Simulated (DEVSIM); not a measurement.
System: abrupt Si n-p junction, at 300 K.

```tsv
layer (left to right)	material	thickness (μm)	Nd (cm⁻³)	Na (cm⁻³)	τn (s)	τp (s)
1	Si	4.80	2.2e16	-	1.1e-6	1.1e-6
2	Si	4.50	-	4.2e16	1.1e-6	1.1e-6
```

Left contact: ohmic. Right contact: ohmic. Voltage is applied to the left contact. Recombination: SRH at mid-gap, Auger. Mobility is constant in doping.

Constants are typed, rounded textbook-type inputs, not results; the design itself was drawn at random and stands for no fabricated device. Values at 300 K.

```csv
parameter,Si
gap (eV),1.124
affinity (eV),4.05
permittivity,11.7
Nc (cm⁻³),2.86e19
Nv (cm⁻³),3.1e19
μn (cm²/Vs),1417
μp (cm²/Vs),470
Cn (cm⁶/s),2.8e-31
Cp (cm⁶/s),9.9e-32
```

DEVSIM, 1D drift-diffusion, Boltzmann statistics, complete ionisation; no tunnelling, impact ionisation, image-force lowering or self-heating.

Give the dark reverse current.


```json
[
 {"V (V)": "0.10", "J (A/cm²)": "2.1e-9"},
 {"V (V)": "0.25", "J (A/cm²)": "4.1e-9"},
 {"V (V)": "0.50", "J (A/cm²)": "6.9e-9"},
 {"V (V)": "0.75", "J (A/cm²)": "9.5e-9"},
 {"V (V)": "1.00", "J (A/cm²)": "1.2e-8"},
 {"V (V)": "1.50", "J (A/cm²)": "1.6e-8"},
 {"V (V)": "2.00", "J (A/cm²)": "2.0e-8"},
 {"V (V)": "2.50", "J (A/cm²)": "2.3e-8"},
 {"V (V)": "3.25", "J (A/cm²)": "2.8e-8"},
 {"V (V)": "4.00", "J (A/cm²)": "3.2e-8"},
 {"V (V)": "5.00", "J (A/cm²)": "3.7e-8"}
]
```
